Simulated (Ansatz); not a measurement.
How far PBE and r2SCAN part for hypothetical cubic perovskite SrSnSe3, biaxial strain +1.75 %, plane normal [111], relaxed out of plane

The parent structure is SrSnSe₃ in the cubic perovskite structure (space group Pm-3m, No. 221; a = 5.323 Å; a hypothetical phase, not in the database extracts checked). Axes: x, y, z lie along the cube axes.

(Cell as relaxed with PBE.)

Levels (all Ansatz, an electronic-structure program, PAW): PBE (420 eV, without spin-orbit coupling); r2SCAN (500 eV, without spin-orbit coupling).

Each level relaxes its own structure.

```csv
base,PBE,r2SCAN
volume per atom,30.16 Å³,29.28 Å³
lattice parameter a,5.323 Å,5.271 Å
band gap,zero,zero
```

It is then changed as follows: biaxial strain +1.75 %, plane normal [111], relaxed out of plane (Cartesian); in-plane vectors clamped, the third vector and the atoms free.

```json
[
 {"quantity": "pressure (mean of the normal stresses, compression positive)", "PBE": "-0.5 GPa", "r2SCAN": "?"},
 {"quantity": "energy relative to the base (free energy F)", "PBE": "+2.5 meV/atom", "r2SCAN": "?"},
 {"quantity": "volume per atom", "PBE": "30.53 Å³", "r2SCAN": "?"},
 {"quantity": "band gap", "PBE": "zero", "r2SCAN": "?"}
]
```

Problem. Predict the r2SCAN column.

Solution. 
- pressure (mean of the normal stresses, compression positive), r2SCAN: -0.7 GPa
- energy relative to the base (free energy F), r2SCAN: +3.6 meV/atom
- volume per atom, r2SCAN: 29.75 Å³
- band gap, r2SCAN: zero

PBE's pressure lies 0.2 GPa above r2SCAN's; PBE's energy relative to the base lies 1.1 meV/atom below r2SCAN's; PBE's volume per atom lies 0.78 Å³ above r2SCAN's (2.6 %); the two agree on the band gap. Neither level is exact; r2SCAN is the comparison here, not a measurement.

Without a gap, meshes like the base's 9×9×9 leave anisotropic stresses uncertain by several tenths of a GPa, and small strain energies with them. No phonon test of stability was made. All final runs are without spin polarisation. Many cubic perovskites are stable only at high temperature; tilts and polar distortions were not tested.
